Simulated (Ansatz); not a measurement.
Hypothetical zinc blende LuP: pressure series

Base system: LuP in the zinc blende structure (space group F-43m, No. 216; a = 6.137 Å; a hypothetical phase, not in the database extracts checked).

Cell and atoms are relaxed at each pressure.

Level of theory: DFT with r2SCAN, PAW potentials and a 500 eV plane-wave cutoff in Ansatz (a first-principles code), no spin-orbit coupling.

```json
[
 {"case": "base", "lattice parameter a": "6.137 Å", "electron mass": "1.6 mₑ along k, 2.2 mₑ across (at X)", "band gap": "1.98 eV"},
 {"case": "pressure −2 GPa", "lattice parameter a": "6.207 Å", "electron mass": "1.5 mₑ along k, 2.2 mₑ across (at X)", "band gap": "2.03 eV"},
 {"case": "pressure −1 GPa", "lattice parameter a": "6.171 Å", "electron mass": "1.6 mₑ along k, 2.2 mₑ across (at X)", "band gap": "2.01 eV"},
 {"case": "pressure 1.8 GPa", "lattice parameter a": "6.082 Å", "electron mass": "1.7 mₑ along k, 2.3 mₑ across (at X)", "band gap": "1.94 eV"},
 {"case": "pressure 4.2 GPa", "lattice parameter a": "6.017 Å", "electron mass": "1.9 mₑ along k, 2.3 mₑ across (at X)", "band gap": "1.89 eV"},
 {"case": "pressure 9 GPa", "lattice parameter a": "5.906 Å", "electron mass": "2.3 mₑ along k, 2.5 mₑ across (at X)", "band gap": "1.79 eV"},
 {"case": "pressure 18 GPa", "lattice parameter a": "5.743 Å", "electron mass": "–", "band gap": "1.60 eV"},
 {"case": "pressure 30 GPa", "lattice parameter a": "5.579 Å", "electron mass": "–", "band gap": "1.36 eV"},
 {"case": "pressure 45 GPa", "lattice parameter a": "5.421 Å", "electron mass": "2.7 mₑ along k, 0.80 mₑ across (off the special points)", "band gap": "1.07 eV"},
 {"case": "pressure 60 GPa", "lattice parameter a": "5.295 Å", "electron mass": "2.1 mₑ along k, 0.48 mₑ across (off the special points)", "band gap": "0.79 eV"}
]
```

Load acts through the strain it causes; cell and atoms are relaxed under it. Masses are band curvatures over ±0.01 Å⁻¹ around the edge. Along k means along the line from Γ to the band edge. Whether these cells are dynamically stable was not tested. Competing high-pressure phases were not computed.
